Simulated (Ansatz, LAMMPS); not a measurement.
# Ge sphere of 29 atoms, radius 0.50 nm, coherent in Si, 6x6x6 cubic cells at the host's lattice parameter

Cell 32.82 × 32.82 × 32.82 Å, Si1699Ge29, 1728 atoms. Prepared with Tersoff's 1989 multicomponent potential (SiCGe.tersoff) (LAMMPS): minimisation. 

Method: PBE, support functions at accuracy medium on the grid of 370 eV (norm-conserving potentials; Ansatz, a quantum-chemistry and plane-wave program).

Basis: localised support functions (accuracy medium) on a full density matrix. k-points: zone centre alone; occupations: Fermi-Dirac, 0.010 eV; spin polarisation not allowed. Scalar-relativistic, no spin-orbit coupling.

* **energy over the perfect crystal(s), per atom**: 1 meV/atom
* **Kohn-Sham gap of the cell on its k-mesh**: 0.58 eV
* **weight of the highest filled level on the dot**: 0.10
* **weight of the lowest empty level on the dot**: 0.01
* **coordination (neighbours within 2.840 Å)**: 100.0 % 4-fold
* **Ge-Ge bonds, mean ± spread**: 2.439 ± 0.007 Å
* **Ge-Si bonds, mean ± spread**: 2.395 ± 0.003 Å
* **Si-Si bonds, mean ± spread**: 2.368 ± 0.002 Å
* **bond angles, mean ± spread**: 109.5° ± 0.4°
* **pressure**: 0.04 GPa
* **cost of the final run**: about 4 core-hours (a rough figure), 20 SCF iterations, 33 GiB
